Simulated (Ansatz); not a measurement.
Seebeck coefficient (μV/K, mean over directions) of n-type CaO (Fm-3m) against carrier density, r2SCAN, rigid bands in Ansatz (an electronic-structure program). Computed gap 4.20 eV; densities at which minority carriers matter at this gap, or further valleys turn the trend, are left out. Conductivity mass 0.57 mₑ (harmonic mean over directions), N_c = 4.0e19 cm⁻³ at 300 K.

```
electron density  300 K  500 K
----------------  -----  -----
1e16 cm⁻³          -926   -993
1e17 cm⁻³           [?]   -794
1e18 cm⁻³          -530   -596
3e18 cm⁻³          -435   -501
1e19 cm⁻³          -333   -398
3e19 cm⁻³          -242   -305
1e20 cm⁻³          -151   -208
3e20 cm⁻³           [?]   -129
1e21 cm⁻³           -40    [?]
```

Question: What belongs in the gaps?

Answer: 
- 1e17 cm⁻³, 300 K: -728
- 3e20 cm⁻³, 300 K: -85
- 1e21 cm⁻³, 500 K: -66

Rigid bands with a gap fixed in temperature, one relaxation time for all states, no polarons or phonon drag, and whether or not such doping can be reached. Spin-orbit coupling is left out. Geometry: cell and atoms relaxed with PBEsol.
